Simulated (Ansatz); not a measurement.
Model glasses of amorphous Si3N4, 71 to 78 atoms (Si30N40 before any change). Each row is one cell at a composition chosen by hand, melted whole on the CHGNet potential with the anions pushed apart under 1.9 Å, quenched within some picoseconds, far faster than a real film, and relaxed with PBE, scalar-relativistic without spin-orbit coupling (plane waves to 420 eV, PAW; Ansatz, a program for electronic structure). Each is the lower in DFT energy of 2 quenches. Cycles of charging and discharging were tried on the cells ahead of these points, and a cell that came back lower was taken. The column on the box says what of it was relaxed with the atoms; held means as the quench left it. Cells that kept moments or hold spare charge are left out. So are cells far out in the fitted variable, so that no row sets the line alone.

At the relaxed places, the spacing of the highest filled and the lowest empty level was computed at the zone centre with PBE and with HSE06, without spin polarisation, or with spin where the moments then died out. A level counts as spread where PBE shares it among more than a fifth of the atoms; else the element of the atom with the largest weight is named. Formal charges balance in every cell (each cation at its usual highest valence, Cu and Ag at +1, Sb at +3, H at +1, O at −2, N at −3, F and Cl at −1). Exact exchange is cut at the faces of these small cells, which leaves the hybrid a finite-size error. Where a level is localised, the spacing isn't the band gap.

```tsv
cell	change	box	highest filled on	lowest empty on	spacing, PBE (eV)	spacing, HSE06 (eV)
Si30N45Ta3	+5 N, +3 Ta	held	N	Ta	1.65	2.82
Si30N41Ga	+1 Ga, +1 N	held	N	spread	1.69	2.90
Si30N41Sc	+1 N, +1 Sc	shape	N	Si	2.00	withheld
Si30N44Hf3	+3 Hf, +4 N	held	N	Hf	2.12	3.42
Si27N40B4	+4 B, −3 Si	held	N	spread	2.27	3.59
Si30N41Al	+1 Al, +1 N	held	N	spread	2.33	3.67
Si30N42Be3	+3 Be, +2 N	shape	N	spread	2.43	3.75
Si30N38O3	−2 N, +3 O	shape	N	Si	2.68	4.06
```

Question: Fit a straight line of the last column on the one before it through the 7 full rows, and predict the withheld value for Si30N41Sc.

Answer: Means: x = 2.167, y = 3.459. Slope = Σ(Δx Δy) / Σ(Δx²) = 1.0316 / 0.8665 = 1.191; intercept = 3.459 − (1.191) × 2.167 = 0.878 eV; r.m.s. residual 0.016 eV. Prediction: 0.878 + (1.191) × 2.00 = 3.26 eV. The run gave 3.25 eV, a miss of 0.01 eV, within the residual.

In Si30N41Ga, Si30N41Sc the spacing lies under 0.8 of the table's widest and a localised level on an atom of the host, not next to a guest, bounds it: there a defect of the quenched network is a likely cause.
